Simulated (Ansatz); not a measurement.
Base system: AlN in the zinc blende structure (space group F-43m, No. 216; a = 4.370 Å). Axes: x, y, z lie along the cube axes.

Computed with r2SCAN (Ansatz, an electronic-structure program; PAW; 500 eV plane waves; no spin-orbit coupling).

Now apply this change: the cell is compressed by 3.00 % along z with no lateral relaxation, atoms relaxed at fixed cell.

Task: Predict the stress tensor and what it implies for the stiffness.

Result: Stress of the strained cell less that of the base (GPa, compression positive):
```
   5.40    0.00    0.00
   0.00    5.40    0.00
   0.00    0.00    9.33
```

Then −Δσ_ii/ε with ε = -0.0300 gives secant stiffness values (nonlinear terms included at this strain): C33 ≈ 311 GPa, C13 ≈ 180 GPa and C23 ≈ 180 GPa.

As a check, the harmonic strain energy −½ V₀ Δσ:ε is 9.1 meV/atom; the computed energy rise is 9.1 meV/atom.

Stability against distortions was not tested. This is not the structure that AlN has at room temperature and ambient pressure.
